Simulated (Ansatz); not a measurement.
Take AlRu in the CsCl type structure (space group Pm-3m, No. 221; a = 2.955 Å; relaxed with 0.1 eV smearing) as the base. Axes: x, y, z lie along the cube axes.

The values are results of LDA (Ansatz, a first-principles code, PAW, no spin-orbit coupling), not measurements.

Strains are applied to the cell and any free atomic positions relax; under biaxial strain the out-of-plane vector relaxes too.

One change was made to it. Results:

The energy grows by 17 meV/atom; the pressure (mean of the normal stresses, compression positive) goes from zero to 6.8 GPa.

Task: Which of these changes matches the shifts?
A) biaxial strain −1.67 %, plane normal [111], relaxed out of plane
B) biaxial strain +2.50 %, plane normal [111], relaxed out of plane
C) biaxial strain −2.08 %, plane normal [111], relaxed out of plane
D) biaxial strain +0.83 %, plane normal [111], relaxed out of plane

Result: C, biaxial strain −2.08 %, plane normal [111], relaxed out of plane. For comparison, the energy relative to the base in the other runs: biaxial strain +2.50 %, plane normal [111], relaxed out of plane gives +22 meV/atom; biaxial strain −1.67 %, plane normal [111], relaxed out of plane gives +11 meV/atom; biaxial strain +0.83 %, plane normal [111], relaxed out of plane gives +2.5 meV/atom.

Stability against distortions was not tested. The final runs are not spin-polarised.
